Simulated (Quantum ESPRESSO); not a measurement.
Quantum ESPRESSO run on LaYMg₁₄ (P-6m2, 16 atoms in the cell): self-consistent single point.

Method of the run: PBEsol-D3(0), SSSP 1.1.2 efficiency (PBE) pseudopotentials (plane waves; Quantum ESPRESSO).

```
LaYMg14
1.0
    6.62628     0.00000     0.00000
   -3.31314     5.73853     0.00000
    0.00000     0.00000    10.22013
La Y Mg
1 1 14
Direct
  0.00000   0.00000   0.50000
  0.00000   0.00000   0.00000
  0.00486   0.50243   0.00000
  0.49757   0.99514   0.00000
  0.49757   0.50243   0.00000
  0.00643   0.50321   0.50000
  0.49678   0.99357   0.50000
  0.49678   0.50321   0.50000
  0.17099   0.82901   0.24774
  0.65802   0.82901   0.75226
  0.17099   0.34198   0.24774
  0.17099   0.82901   0.75226
  0.65802   0.82901   0.24774
  0.17099   0.34198   0.75226
  0.66667   0.33333   0.25145
  0.66667   0.33333   0.74855
```

Reference input (self-consistent single point, DFT, PBEsol, plane waves, SSSP 1.1.2 efficiency (PBE) pseudopotentials): ecutwfc = 50 Ry; ecutrho = 400 Ry; occupations = smearing; smearing = gauss; degauss = 0.0073499 Ry; input_dft = pbesol; potentials = {La: La.GGA-PBE-paw-v1.0.UPF, Y: Y_pbe_v1.uspp.F.UPF, Mg: Mg.pbe-n-kjpaw_psl.0.3.0.UPF}; K_POINTS = automatic 6 6 3 0 0 0; conv_thr = 1e-10 Ry; mixing_beta = 0.5. This run's input differs from it in these lines:

```diff
@@ -18,2 +18,5 @@
   input_dft = 'pbesol',
+  vdw_corr = 'grimme-d3',
+  dftd3_version = 3,
+  dftd3_threebody = .false.,
 /
```

Output (repeated stretches shortened):

```
     Self-consistent Calculation

     iteration #  1     ecut=    50.00 Ry     beta= 0.50

     negative rho (up, down):  4.276E-02 0.000E+00

     total energy              =    -996.86524917 Ry
     estimated scf accuracy    <       1.47532268 Ry

     iteration #  2     ecut=    50.00 Ry     beta= 0.50

     negative rho (up, down):  4.251E-02 0.000E+00

     total energy              =    -997.04157679 Ry
     estimated scf accuracy    <       7.68436285 Ry

     iteration #  3     ecut=    50.00 Ry     beta= 0.50

     negative rho (up, down):  4.264E-02 0.000E+00

     total energy              =    -997.60208244 Ry
     estimated scf accuracy    <       1.74218162 Ry

   [... 14 blocks of this kind left out ...]

     iteration # 18     ecut=    50.00 Ry     beta= 0.50
     c_bands:  2 eigenvalues not converged

     negative rho (up, down):  4.311E-02 0.000E+00

     total energy              =    -997.75581497 Ry
     estimated scf accuracy    <          2.0E-09 Ry

     iteration # 19     ecut=    50.00 Ry     beta= 0.50

     negative rho (up, down):  4.311E-02 0.000E+00
     End of self-consistent calculation

     the Fermi energy is     4.7391 ev

!    total energy              =    -997.75581497 Ry
     estimated scf accuracy    <          4.5E-11 Ry
     smearing contrib. (-TS)   =      -0.00431681 Ry
     internal energy E=F+TS    =    -997.75149816 Ry

     DFT-D3 Dispersion         =      -0.21030447 Ry

     convergence has been achieved in  19 iterations

     negative rho (up, down):  4.311E-02 0.000E+00

     Forces acting on atoms (cartesian axes, Ry/au):

     atom    1 type  1   force =     0.00000000    0.00000000    0.00000000
     atom    2 type  2   force =     0.00000000    0.00000000    0.00000000
     atom    3 type  3   force =     0.00075929    0.00043837    0.00000000
     atom    4 type  3   force =    -0.00000000   -0.00087675    0.00000000
   [... lines left out ...]
     Total force =     0.007851     Total SCF correction =     0.000003
   [... lines left out ...]

     negative rho (up, down):  4.311E-02 0.000E+00
          total   stress  (Ry/bohr**3)                   (kbar)     P=       -6.91
  -0.00006119  -0.00000000   0.00000000           -9.00       -0.00        0.00
  -0.00000000  -0.00006119   0.00000000           -0.00       -9.00        0.00
   0.00000000   0.00000000  -0.00001858            0.00        0.00       -2.73

   JOB DONE.
```

The run converged in 19 iterations. Against the reference run the pressure goes from 0.28 to -0.69 GPa and the largest force goes from 0.085 to 0.093 eV/Å.

The starting cell comes from a database of computed structures (which also holds hypothetical and non-ambient phases and stackings), without a prior relaxation at this level. Its lattice was rescaled by a random factor within 2.5 % of one.

Cost on one core of a shared machine: roughly 20 min.
